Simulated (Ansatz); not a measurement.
Band structure of ZrZnNi4 (F-43m, 6 atoms in the cell).

```
CELL_PARAMETERS angstrom
      0.00000     3.39600     3.39600
      3.39600     0.00000     3.39600
      3.39600     3.39600     0.00000
ATOMIC_POSITIONS crystal
  Ni 0.62500 0.62500 0.62500
  Ni 0.12500 0.62500 0.62500
  Ni 0.62500 0.62500 0.12500
  Ni 0.62500 0.12500 0.62500
  Zr 0.00000 0.00000 0.00000
  Zn 0.25000 0.25000 0.25000
```
Moments meant for the start (each program seeds them in its own way; μB, in the order of the atoms Ni Ni Ni Ni Zr Zn): 2.0 2.0 2.0 2.0 0.0 0.0.

Level of theory: PBEsol, default PAW files made with PBE (plane waves; Ansatz, a quantum-chemistry and plane-wave program).

Settings: kpoints.mp_grid.grid = 6 6 6; hamiltonian.xc = pbesol; hamiltonian.pseudopotentials = {kind: paw} (the program's default PAW files); magnetization.spin_polarized = true; scf.occupations.method = gaussian; scf.occupations.width = 0.1 eV; kpoints.band_path.npoints = 8.

The starting cell comes from a database of published, mostly measured structures (it also holds non-ambient and calculated ones), without a prior relaxation at this level. The starting moments vanished: the run ended non-magnetic, which need not be the lowest state. The program warned that a starting moment was not kept.

Levels in eV from the Fermi level, bands 45 to 52 of the first spin channel:
```csv
point,45,46,47,48,49,50,51,52
Γ,-0.55,-0.55,0.07,0.07,0.07,0.22,0.22,0.38
X,-0.97,-0.97,-0.88,-0.84,0.91,1.09,1.09,1.90
W,-1.31,-0.74,-0.67,-0.51,-0.17,0.90,1.85,1.93
K,-1.10,-0.86,-0.69,-0.57,0.06,0.91,1.75,1.84
L,-0.87,-0.87,0.07,0.38,0.39,0.39,1.55,1.55
U,-1.10,-0.86,-0.69,-0.57,0.06,0.91,1.75,1.84
```

Bands cross the Fermi level along this path, so the cell is metallic at this level.

The net moment of the cell came out as 0.00 μB.

Keys are those of Ansatz 0.2.
